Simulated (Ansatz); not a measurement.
Ansatz (a program for electronic structure), DFT, PBE, plane waves, its default PAW files: fcc Cu, atoms displaced, 4 atoms. Basis and mesh were picked for this test and aren't claimed converged.

| Property | Value |
|---|---|
| cell | 3.62, 3.62, 3.62 Å; 90, 90, 90° |
| distance to the nearest atom | 2.51 to 2.53 Å |
| task | single point |
| k mesh | 10×10×10 |
| hamiltonian.xc | pbe |
| kind of files | paw |
| scf.occupations.method | fermi_dirac |
| scf.occupations.width | 0.1 eV |
| output.forces | true |
| memory maximum (--max-ram) | 200GiB |
| accuracy | medium (default) |
| basis.precision | auto (default) |
| basis.xc_grid | 2 (default) |
| scf.eigensolver.kind | auto (default) |
| scf.mixing.algorithm | auto (default) |
| scf.mixing.preconditioner | auto (default) |
| scf.convergence.dr2_threshold | 1e-07 (default) |
| scf.lower_state_search | light (default) |
| k-points after symmetry | 504 |
| bands at the start | 43 |
| electrons | 76 |
| plane waves at Γ | 925 |
| cutoff (eV) | 420 |
| FFT grid | 25×25×25 |
| symmetry operations | 1 |

Machine: one whole node, Arm Neoverse V2, 96 cores on 1 socket, no SMT, 1 L3 cache group; 94 cores' worth of CPU time may be used.

Wall times, medians of two to five repeats, each run alone on the node (launch to exit). Processes are pinned to neighbouring cores unless said otherwise. The build: release build for Arm (Neoverse V2), one process with threads; another build can shift the numbers. Scratch files lie in a memory file system.

```
cores      layout  wall time  speed-up over 8  efficiency  core-seconds
-----  ----------  ---------  ---------------  ----------  ------------
8       8 threads      8.2 s             1.0×       100 %            66
16     16 threads      4.4 s             1.8×        92 %            71
24     24 threads      3.3 s             2.5×        82 %            80
32     32 threads      2.8 s             3.0×        75 %            88
48     48 threads      2.1 s             3.9×        64 %           100
64     64 threads      1.8 s             4.5×        57 %           120
88     88 threads      1.6 s             5.2×        48 %           140
```

Efficiency, counted from 8 cores, is near one half at 88 cores. The shortest time, 1.6 s, comes at 88 cores. The share that grows most is that of start and exit outside the program's clock: from 1.7 % of the time on 8 cores to 13 % on 88. The largest part on 88 cores, band solves (diag), takes 6.6 s on 8 and 0.87 s there.

Keys are those of Ansatz 0.2.
